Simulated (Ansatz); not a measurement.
MoSi2 (I4/mmm): band-structure transport figures

Consider the following.

```xyz
3
Lattice="-1.5950 1.5950 3.9107 1.5950 -1.5950 3.9107 1.5950 1.5950 -3.9107" Properties=species:S:1:pos:R:3 pbc="T T T"
Si     0.0000     0.0000     5.2007
Si     0.0000     0.0000     2.6206
Mo     0.0000     0.0000     0.0000
```

Level of theory: PBEsol, rigid bands (plane waves, PAW, scalar-relativistic; Ansatz, a program for electronic structure). Cell: cell and atoms relaxed with PBEsol.

- density of states at the Fermi level = 0.246 states/(eV·cell), both spins
- bare Sommerfeld coefficient = 0.193 mJ/(mol of atoms·K²)
- Drude plasma energy = 2.2 (x), 2.2 (y), 2.8 (z) eV
- root-mean-square Fermi velocity = 6.0e5 m/s
- resistivity times τ = 99 (x), 99 (y), 63 (z) ×10⁻²² Ω·m·s

A metal at this level (no band gap); rigid bands, thermally averaged at 300 K, both spins. Spin-orbit coupling is left out. τ is one relaxation time for all states.
